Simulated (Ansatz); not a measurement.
Lattice parameter c of AlN (model structure, started from the litharge type, P4/mmm, No. 123, 4 atoms in the cell) at several levels of theory

No measured value is used here.

```json
[
 {"level (code)": "PBE (Ansatz)", "value (Å)": "5.143"},
 {"level (code)": "PBEsol (Ansatz)", "value (Å)": "4.235"},
 {"level (code)": "PBE-D3(BJ) (Ansatz)", "value (Å)": "[?]"}
]
```

**Question.** Complete the blanks.

**Answer.** 
- PBE-D3(BJ) (Ansatz, a program for electronic structure), value (Å): 3.842

Ansatz's density-functional and Hartree–Fock values are scalar-relativistic unless marked +SOC, with PAW data made under PBE.

A model structure was made by putting elements into a prototype or built by hand; it is no filed structure, need not be a known phase, and can be a saddle point held by its symmetry.
